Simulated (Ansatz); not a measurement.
Functionals compared on a constructed model of the (111) surface of germanium, (√3x√3)R30° Pb adatom at H3 (bottom of the slab: 3 H on 3 bottom sites), in Ansatz (plane waves, PAW). The structure was relaxed with PBE; the other rows are single points on it. Cutoff 420 eV (500 eV for r2SCAN).

Slab: 28 atoms, 13.8 Å thick at the start with caps and adatoms (thin: gaps and levels are the slab's own); k 5x5x1, smearing 0.025 eV, dipole-corrected; 6 atoms held, the rest relaxed; symmetry of the start imposed; spin-polarised, no spin-orbit, no U. The slab shows no gap on its mesh. The starting moment vanished. In PBE it lies 0.09 eV a 1x1 cell over the lowest computed structure of the same composition ((√3x√3)R30° Pb adatom at T4). These notes are the PBE run's. r2SCAN: The program's check for a lower electronic state was not made.

| functional | work function of the top face (eV) | rough cost of the single point |
|---|---|---|
| PBE | 3.73 | – |
| r2SCAN | [?] | around 20 core-minutes (rough) |

Problem. Some entries are withheld; supply them.

Solution. 
- r2SCAN, work function of the top face (eV): 3.84

Ansatz is an electronic-structure program.
